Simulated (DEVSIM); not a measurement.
Device: Schottky contact on n-type Ge, at 250 K.

| layer (left to right) | material | thickness (μm) | Nd (cm⁻³) | τn (s) | τp (s) |
|---|---|---|---|---|---|
| 1 | Ge | 9.80 | 1.8e16 | 3.9e-5 | 3.9e-5 |

Left contact: Schottky, work function 4.4 eV, emission velocity 8.9e6 cm/s. Right contact: ohmic. Voltage is applied to the left contact. Recombination: SRH at mid-gap, radiative. Mobility is μmin + (μ − μmin)/(1 + (N/Nref)^α).

The device is made up for the run: typed textbook-type constants, with dimensions and the other settings drawn at random. Values at 300 K; Nc and Nv go as T^1.5, mobilities as T to minus their exponent, the gap by Varshni's rule with the affinity fixed.

| parameter | Ge |
|---|---|
| gap (eV) | 0.664 |
| affinity (eV) | 4 |
| permittivity | 16 |
| Nc (cm⁻³) | 1.04e19 |
| Nv (cm⁻³) | 6e18 |
| μn (cm²/Vs) | 3900 |
| μp (cm²/Vs) | 1900 |
| μn,min | 150 |
| μp,min | 100 |
| Nref,n | 2.6e17 |
| Nref,p | 4e17 |
| αn | 0.56 |
| αp | 0.6 |
| T exponent of μn | 1.66 |
| T exponent of μp | 2.33 |
| B (cm³/s) | 6.4e-14 |
| Varshni α (eV/K) | 0.000477 |
| Varshni β (K) | 235 |

DEVSIM, 1D drift-diffusion, Boltzmann statistics, complete ionisation; no tunnelling, impact ionisation, image-force lowering or self-heating. Metal contacts follow the ideal Schottky-Mott rule: no Fermi-level pinning, no interface dipoles.

Q: Tabulate band edges, carrier densities and field at zero bias.

A: Energies count from the Fermi level of the right contact; mesh points crowd at the junctions.

| x (μm) | Ec (eV) | Ev (eV) | n (cm⁻³) | p (cm⁻³) | field (V/cm) |
|---|---|---|---|---|---|
| 0.000 | 0.400 | -0.283 | 6.8e10 | 9.1e12 | -32000 |
| 0.01359 | 0.359 | -0.324 | 4.6e11 | 1.3e12 | -29000 |
| 0.03728 | 0.296 | -0.387 | 8.6e12 | 7.2e10 | -24000 |
| 0.07186 | 0.224 | -0.458 | 2.4e14 | 2.6e9 | -17000 |
| 0.1524 | 0.145 | -0.537 | 9.3e15 | 6.7e7 | -4000 |
| 0.2633 | 0.132 | -0.551 | 1.8e16 | 3.5e7 | -160 |
| 0.4252 | 0.131 | -0.552 | 1.8e16 | 3.5e7 | ≈ 0 |
| 0.8022 | 0.131 | -0.552 | 1.8e16 | 3.5e7 | ≈ 0 |
| 1.321 | 0.131 | -0.552 | 1.8e16 | 3.5e7 | ≈ 0 |
| 2.079 | 0.131 | -0.552 | 1.8e16 | 3.5e7 | ≈ 0 |
| 3.400 | 0.131 | -0.552 | 1.8e16 | 3.5e7 | ≈ 0 |
| 5.965 | 0.131 | -0.552 | 1.8e16 | 3.5e7 | ≈ 0 |
| 7.356 | 0.131 | -0.552 | 1.8e16 | 3.5e7 | ≈ 0 |
| 8.245 | 0.131 | -0.552 | 1.8e16 | 3.5e7 | ≈ 0 |
| 9.000 | 0.131 | -0.552 | 1.8e16 | 3.5e7 | ≈ 0 |
| 9.297 | 0.131 | -0.552 | 1.8e16 | 3.5e7 | ≈ 0 |
| 9.487 | 0.131 | -0.552 | 1.8e16 | 3.5e7 | ≈ 0 |
| 9.617 | 0.131 | -0.552 | 1.8e16 | 3.5e7 | ≈ 0 |
| 9.711 | 0.131 | -0.552 | 1.8e16 | 3.5e7 | ≈ 0 |
| 9.752 | 0.131 | -0.552 | 1.8e16 | 3.5e7 | ≈ 0 |
| 9.780 | 0.131 | -0.552 | 1.8e16 | 3.5e7 | ≈ 0 |
| 9.800 | 0.131 | -0.552 | 1.8e16 | 3.5e7 | ≈ 0 |
